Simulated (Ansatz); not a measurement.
# Effect of isotropic strain +1.00 % on Mg2Ge

Consider Mg2Ge in the anti-fluorite structure (space group Fm-3m, No. 225; a = 6.364 Å).

Modification: every lattice vector is stretched by 1.00 %, atoms relaxed at fixed cell.

Calculations: Ansatz (a quantum-chemistry and plane-wave program) PBEsol, no spin-orbit coupling. k-mesh 13×13×13 (Γ-centred); smearing 0.05 eV (Fermi–Dirac).

The volume per atom increases by 0.65 Å³ (21.48 Å³ → 22.13 Å³) and the space group is still Fm-3m (No. 225). The shortest interatomic distance goes up by 0.0276 Å (2.756 Å → 2.783 Å) and the energy increases by 3.1 meV/atom. The pressure goes from zero to -1.47 GPa and the band gap rises by 0.03 eV (0.08 eV → 0.11 eV). The gap character remains indirect, Γ → X and the smallest direct gap decreases by 0.16 eV to 0.87 eV. The mean gap deformation potential ΔEg/Δln V comes out as +0.9 eV and the width of the top valence band decreases by 0.068 eV to 2.67 eV. The electron mass remains 0.55 mₑ along k, 0.18 mₑ across (at X) and the valley order (the lowest conduction-band minima on the path, energy above the VBM, named in the base's zone) goes from X along ⟨100⟩ 0.08 eV; Γ 1.03 eV; L along ⟨111⟩ 1.03 eV to X along ⟨100⟩ 0.11 eV; Γ 0.87 eV; L along ⟨111⟩ 0.91 eV.

Masses are band curvatures over ±0.01 Å⁻¹ around the edge. Along k means along the line from Γ to the band edge. No phonon test of stability was made. The zero or small gap of Mg2Ge can change with the level of theory.
